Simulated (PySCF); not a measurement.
**Effort and miss along a sweep of cell.ke_cutoff: TiN (Fm-3m, 2 atoms in the cell)**

```
CELL_PARAMETERS angstrom
      0.00000     2.12062     2.12062
      2.12062     0.00000     2.12062
      2.12062     2.12062     0.00000
ATOMIC_POSITIONS crystal
  Ti 0.00000 0.00000 0.00000
  N  0.50000 0.50000 0.50000
```

Level of theory: PBESOL, Gaussian basis gth-dzvp-molopt-sr, GTH pseudopotentials gth-pbe, FFT density fitting with multigrid run with PySCF 2.14.0.

Base settings: cell.basis = gth-dzvp-molopt-sr; cell.pseudo = gth-pbe; cell.ke_cutoff = 200 Ha; make_kpts mesh = 2 2 2; mf.xc = PBESOL; smearing.sigma = 0.00999582 Ha; smearing.method = gauss; cell.precision = 1e-06; solver class = KRKS; density fitting = multigrid_numint.

Misses are taken against the tightest run, 350 Ha, which need not be fully converged itself. The energy is the free energy per atom.

Core times come from one kind of shared machine and are given to one figure; runs under 30 s give none.

The starting cell comes from a database of computed structures (which also holds hypothetical and non-ambient phases and stackings), without a prior relaxation at this level. Spin polarisation is off; with an odd number of electrons in the cell that forces a metal, and a magnetic state may lie lower. Values carry the incompleteness of an atom-centred basis. The mesh is very coarse (it stands for a supercell whose shortest vector is 6 Å): a converged loop gives no converged values here.

The runs (cell.ke_cutoff): 80 Ha | 100 Ha | 120 Ha | 140 Ha | 160 Ha | 180 Ha | 200 Ha | 230 Ha | 260 Ha | 300 Ha | 350 Ha.

Which is the coarsest setting among those run that, with all tighter ones, holds the energy within 1 meV/atom of the reference, and what does it save?

120 Ha, off by 0.71 meV/atom; it needs about 0.4 of the reference's time.

Which is the coarsest setting among those run that, with all tighter ones, holds the energy within 0.5 meV/atom of the reference, and what does it save?

140 Ha, off by 0.09 meV/atom; its saving against the reference is no more than about a factor of 2 in time.

What does the step from 80 Ha to 180 Ha buy?

It takes the miss in the energy from 8.5 to 0.29 meV/atom, for roughly 3 times the time.

```csv
cell.ke_cutoff,energy less reference (meV/atom),core time / reference (rough)
80 Ha,8.45,0.2
100 Ha,3.42,0.3
120 Ha,0.71,0.4
140 Ha,0.09,0.6
160 Ha,0.25,0.7
180 Ha,0.29,0.8
200 Ha,0.21,0.7
230 Ha,0.12,1
260 Ha,0.05,0.9
300 Ha,-0.01,1.0
350 Ha,0.00,1
```
